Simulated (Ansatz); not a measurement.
Terminations of the (100) surface of fcc Cu, measured from the surface 'clean 1x1'. Atoms come from or go to: C: graphite, Cu: fcc Cu, Ga: alpha gallium, Ge: germanium, In: tetragonal indium, Mn: fcc-type Mn, layered antiferromagnet, Pb: fcc Pb, Ru: hcp Ru, S: ⅛ S8(g), Sb: rhombohedral Sb, Si: silicon, Zn: hcp Zn. ΔE is the energy of forming the row's surface from that one (negative: more stable at these reservoirs); the vacuum level's shift is aligned on the shared bottom. No zero-point or thermal terms. These are constructed structures in small cells; real faces may alloy, dewet or reconstruct in larger ones, and not all known structures of the face are among them. Slabs of about 9 Å with all that they carry, Fermi-Dirac smearing of 0.1 eV. Bottom of the slabs: a bare face, its two planes held. Relaxed from the named starts with such symmetry as they have, on meshes of like density; energies extrapolated to zero smearing; no spin-orbit coupling, no U. Spin-polarised runs, if any, are marked in brackets, and their order is one that fits the cell; the others ran without spin. A dash marks a value that is undefined for that row (no clear gap, or no work function of a gapped slab) or was not read reliably on its mesh.

Method: PBE (plane waves to 420 eV, PAW; Ansatz, a first-principles code).

```csv
surface,atoms added per 1x1,ΔE per 1x1 (eV),shift of the vacuum level (eV),work function (eV)
a pseudomorphic layer of Si in the host's stacking,+1 Si,-0.14,0.25,4.80
"c(2x2) layer of In, one a cell, on the site that continues the host's stacking",+0.5 In,-0.23,-0.39,4.12
"c(2x2) layer of S, one a cell, on the site that continues the host's stacking",+0.5 S,-0.67,1.05,5.57
a layer of Zn in place of the third plane,"-1 Cu, +1 Zn",-0.14,-0.07,4.43
"c(2x2) layer of C, one a cell, on the site that continues the host's stacking (1 C–Cu bonds formed)",+0.5 C,0.86,0.54,5.11
a pseudomorphic layer of Ru in the host's stacking,+1 Ru,1.00,0.69,5.21
"c(2x2) surface alloy, Pb on one Cu site of the top plane","-0.5 Cu, +0.5 Pb",(withheld),-0.79,3.75
a layer of Ge in place of the second plane,"-1 Cu, +1 Ge",(withheld),0.39,4.90
"c(2x2) layer of Sb, one a cell, on the site that continues the host's stacking",+0.5 Sb,-0.38,-0.04,4.50
one row in 4 of the top plane missing,-0.25 Cu,(withheld),-0.10,4.43
a pseudomorphic layer of Ga in the host's stacking,+1 Ga,-0.32,-0.10,4.45
"a layer of Mn in place of the third plane [spin, 3.3 μB a cell]","-1 Cu, +1 Mn",0.46,-0.05,4.51
```

Question: Some entries are withheld; supply them.

Answer: 
- c(2x2) surface alloy, Pb on one Cu site of the top plane, ΔE per 1x1 (eV): -0.27
- a layer of Ge in place of the second plane, ΔE per 1x1 (eV): 0.55
- one row in 4 of the top plane missing, ΔE per 1x1 (eV): 0.08
